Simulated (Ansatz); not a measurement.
Abridged Ansatz (a first-principles code) output:

```
Relaxation: its limit of steps is 50 (relax.max_steps)
Pseudopotential: Si, paw, valence charge 4
Pseudopotential: Mo, paw, valence charge 14
Crystal: 3 atoms, lattice volume = 38.203 Å³
Basis set: ecut = 420 eV, 765 PW (Γ), exchange–correlation on 60×60×60 points (8 copies of the dense FFT grid, shifted against one another)
Bands: 15, of which v1, the nominal top of the filled ones, is band 11 counted from 1 (10 counted from 0)
Symmetry: 8 space group operations
k-points: 2197 of 15625
Functional: x = slater, c = lda
SCF iter   1: F=—  HF=-6061.898565 eV  |F-HF|=—  |Δ(HF+E_count)|=         —  Δρ=7.19e-3  dr2=1.23e-2  ethr=1.77e-3  ⟨swp⟩=5.1  Hψ=188077  notcnv=0
SCF iter   2: F=—  HF=-6061.895962 eV  |F-HF|=—  |Δ(HF+E_count)|=   2.60e-3  Δρ=3.99e-3  dr2=4.00e-3  ethr=5.60e-5  ⟨swp⟩=1.0  Hψ=50549  notcnv=0
SCF 1 converged in 7 iterations: F = -6061.894625 eV  dr2 = 7.84e-11
relax step   1: F+E_penalty+E_count = -6061.89462460 eV  Δ(F+E_penalty+E_count) = +0.000e0 eV  max|allowed force component| = 5.218e-2 eV/Å  Δτ_max = 0.0000 Å  (7 SCF iters, accepted)
Crystal: 3 atoms, lattice volume = 38.203 Å³
SCF iter   1: F=—  HF=-6061.894754 eV  |F-HF|=—  |Δ(HF+E_count)|=         —  Δρ=1.81e-4  dr2=2.72e-5  ethr=1.22e-7  ⟨swp⟩=2.2  Hψ=127888  notcnv=0
SCF iter   2: F=—  HF=-6061.894749 eV  |F-HF|=—  |Δ(HF+E_count)|=   4.66e-6  Δρ=9.13e-5  dr2=6.66e-6  ethr=1.22e-7  ⟨swp⟩=1.1  Hψ=33985  notcnv=0
SCF 2 converged in 5 iterations: F = -6061.894747 eV  dr2 = 1.35e-10
relax step   2: F+E_penalty+E_count = -6061.89474660 eV  Δ(F+E_penalty+E_count) = -1.220e-4 eV  max|allowed force component| = 1.525e-2 eV/Å  Δτ_max = 0.0018 Å  (5 SCF iters, accepted)
Crystal: 3 atoms, lattice volume = 38.203 Å³
SCF iter   1: F=—  HF=-6061.894759 eV  |F-HF|=—  |Δ(HF+E_count)|=         —  Δρ=7.46e-5  dr2=4.67e-6  ethr=2.11e-7  ⟨swp⟩=2.2  Hψ=83060  notcnv=0
SCF iter   2: F=—  HF=-6061.894758 eV  |F-HF|=—  |Δ(HF+E_count)|=   9.17e-7  Δρ=3.74e-5  dr2=1.12e-6  ethr=2.12e-8  ⟨swp⟩=1.0  Hψ=50531  notcnv=0
SCF 3 converged in 5 iterations: F = -6061.894758 eV  dr2 = 2.68e-11
relax step   3: F+E_penalty+E_count = -6061.89475801 eV  Δ(F+E_penalty+E_count) = -1.142e-5 eV  max|allowed force component| = 2.821e-5 eV/Å  Δτ_max = 0.0007 Å  (5 SCF iters, accepted)
SCF converged after 5 iterations
Free energy (F): -6061.894758 eV
Internal energy: -6061.884608 eV  (E = F + TS)
E sigma→0 (E₀):  -6061.889683 eV
Entropy (-TS):   -0.010150 eV (-3.383 meV/atom)
Fermi energy:    16.735490 eV
--- Forces (eV/Å), atoms counted from 1 ---
  atom   1  Si     0.00000000     0.00000000     0.00002821
  atom   2  Si     0.00000000     0.00000000    -0.00002821
  atom   3  Mo     0.00000000     0.00000000     0.00000000
--- Stress (GPa, compression-positive) ---
       11.328760       0.000000       0.000000
        0.000000       3.468648       0.000000
        0.000000       0.000000       2.749767
  P = ⅓ Tr σ = 5.8491 GPa (58.491 kbar)
--- Relaxed structure (3 steps of the walk, 3 accepted, 0 SCFs on fresh bases) ---
  atoms:
    - { symbol: Si, position: [0.6651180449572637, 0.6651180449572637, 0.0] }
    - { symbol: Si, position: [0.3348819550427365, 0.3348819550427365, 0.0] }
    - { symbol: Mo, position: [1.858407471845529e-20, 1.858407471845529e-20, 0.0] }
```

### Question
What was computed, and what are the main results?

### Answer
MoSi2, 3 atoms in the cell, with Ansatz, LDA, PAW, cutoff 420 eV, no SOC. The last SCF converged to F = -6061.894758 eV, or -2020.6316 eV per atom, at a pressure of 5.85 GPa. The total energy compares only with runs of the same code, potentials and settings.

The cells carry an imposed strain or load. Whether these cells are dynamically stable was not tested. The final runs are not spin-polarised. The cell was made from MoSi₂ (space group I4/mmm, No. 139) by this change: uniaxial strain ε_xx = −2.50 %.

Keys are those of Ansatz 0.2.
